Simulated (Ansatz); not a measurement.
TaAl (model structure, Fm-3m, No. 225, 2 atoms in the cell) was calculated with r²SCAN (PAW; Ansatz, a first-principles code).

Numerical settings: plane-wave cutoff 560 eV, 18×18×18 k mesh, Fermi–Dirac smearing 0.05 eV, scalar-relativistic PAW data made under PBE.

Cell (relaxed at this level):

```cif
data_AlTa
_chemical_formula_sum 'Ta1 Al1'
_space_group_name_H-M_alt 'P 1'
_space_group_IT_number 1
_cell_length_a 3.71591
_cell_length_b 3.71591
_cell_length_c 3.71591
_cell_angle_alpha 60.000
_cell_angle_beta 60.000
_cell_angle_gamma 60.000
loop_
_space_group_symop_operation_xyz
  'x, y, z'
loop_
_atom_site_label
_atom_site_type_symbol
_atom_site_fract_x
_atom_site_fract_y
_atom_site_fract_z
_atom_site_occupancy
Ta1 Ta 0.00000 0.00000 0.00000 1
Al1 Al 0.50000 0.50000 0.50000 1
```

Problem. Give the computed bulk modulus.

Solution. 
- bulk modulus = 128 GPa

The run finds no gap.

Note: the bulk modulus is −V dP/dV from two relaxed cells at ±2 % in volume; the relaxation could raise the start's symmetry but not lower it, so the cell can be a saddle point.

Spin–orbit coupling is not included.

Computed values are for the static lattice.

The result took very roughly 40 core-seconds.

A model structure was made by putting elements into a prototype or built by hand; it is no filed structure, need not be a known phase, and can be a saddle point held by its symmetry.
